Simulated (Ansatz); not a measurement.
We consider rock-salt ZrN, described by PBEsol (Ansatz, an electronic-structure program, plane waves, PAW).

A relaxed, unreconstructed slab of the (100) face has 12 atoms, two equal faces of 10.362 Å² each and an energy of -27063.8254 eV. A bulk cell of 4 atoms with the same orientation and in-plane k mesh has -9021.9563 eV. Energies are extrapolated to zero smearing.

Settings: plane-wave cutoff 500 eV, 14×14×1 k mesh (along the axes of the cell as run), Fermi–Dirac smearing 0.05 eV, scalar-relativistic PAW data made under PBE.

Worked out: γ = (E_slab − N E_bulk per atom)/2A = [-27063.8254 − 12 × (-9021.9563/4)]/(2 × 10.362) = 0.0986 eV/Å². With 16.022 J/m² per eV/Å² this is 1.58 J/m², or 1.02 eV per surface cell and face.
